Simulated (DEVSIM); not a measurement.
Structure: Co/SiO2/p-Ge capacitor, at 300 K.

```
layer (left to right)  material  thickness (nm)  Na (cm⁻³)
---------------------  --------  --------------  ---------
1                          SiO2            2.70          -
2                            Ge            1800     1.1e17
```

Metal gate on the left, work function 5 eV. Fixed charge at the semiconductor interface 0 cm⁻² (in units of +e); no interface traps.

Constants are typed, rounded textbook-type inputs, not results; the design itself was drawn at random and stands for no fabricated device. Values at 300 K.

```csv
parameter,SiO2,Ge
gap (eV),9,0.664
affinity (eV),0.9,4
permittivity,3.9,16
Nc (cm⁻³),-,1.04e19
Nv (cm⁻³),-,6e18
```

Model (solved in DEVSIM): 1D Poisson equation in equilibrium, Boltzmann statistics, complete ionisation; no quantum confinement or tunnelling. Metal contacts follow the ideal Schottky-Mott rule: no Fermi-level pinning, no interface dipoles.

The interface trap density was swept, all else fixed.

```csv
interface trap density (cm^-2 eV^-1),threshold voltage (band bending 2φF) (V),flat-band voltage (V),minimum of the low-frequency capacitance (μF/cm²)
0,1.00,0.44,0.174
1e10,1.00,0.44,0.175
1e11,1.00,0.44,0.186
3e11,1.01,0.44,0.209
1e12,1.04,0.43,0.283
2e12,1.08,0.42,0.371
```

From the first row to the last the threshold voltage (band bending 2φF) goes from 1.00 to 1.08. From the first row to the last the flat-band voltage goes from 0.44 to 0.42.
